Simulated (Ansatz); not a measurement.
## Response to strain in BP

Take BP in the zinc blende structure (space group F-43m, No. 216; a = 4.5366 Å) as the base.

Strains are applied to the cell and any free atomic positions relax.

All numbers come from r2SCAN, PAW, 500 eV (Ansatz, a quantum-chemistry and plane-wave program; without spin-orbit coupling).

Notes on the quantities. energy relative to the base: free energy F.

| case | smallest direct gap | energy relative to the base | band gap | shortest interatomic distance |
|---|---|---|---|---|
| base | 3.60 eV | 0 meV/atom | 1.41 eV | 1.964 Å |
| isotropic strain +0.50 % | 3.58 eV | +1.4 meV/atom | 1.43 eV | 1.974 Å |
| isotropic strain +1.00 % | 3.56 eV | +5.4 meV/atom | 1.45 eV | 1.984 Å |
| isotropic strain +1.50 % | … | … | … | 1.994 Å |
| isotropic strain +2.00 % | 3.52 eV | +21 meV/atom | 1.49 eV | 2.004 Å |
| isotropic strain +2.50 % | 3.50 eV | +32 meV/atom | 1.51 eV | 2.013 Å |
| isotropic strain +3.00 % | 3.48 eV | +46 meV/atom | 1.53 eV | 2.023 Å |

Task: Some entries are withheld; estimate them.

Result: 
- isotropic strain +1.50 %, smallest direct gap: 3.54 eV
- isotropic strain +1.50 %, energy relative to the base: +12 meV/atom
- isotropic strain +1.50 %, band gap: 1.47 eV

Stability against distortions was not tested.
